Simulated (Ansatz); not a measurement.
Base system: Ge in the diamond structure (space group Fd-3m, No. 227; a = 5.674 Å). Axes: x, y, z lie along the cube axes.

Method: r2SCAN, PAW, 500 eV (Ansatz, a quantum-chemistry and plane-wave program; scalar-relativistic without spin-orbit coupling).

Perturbation: tensile biaxial strain of 1.00 % in the plane normal to [001], as in epitaxy on a mismatched substrate; the out-of-plane cell vector and the atoms relax.

Question: Predict the new ratio −ε⊥/ε∥.

Answer: The ratio −ε⊥/ε∥ amounts to 0.68.

Question: What does the calculation give for the in-plane stress after the change?

Answer: The mean in-plane stress (compression positive) amounts to -1.3 GPa.

Question: What happens to the energy relative to the base?

Answer: The energy grows by 1.9 meV/atom.

Stability against distortions was not tested.
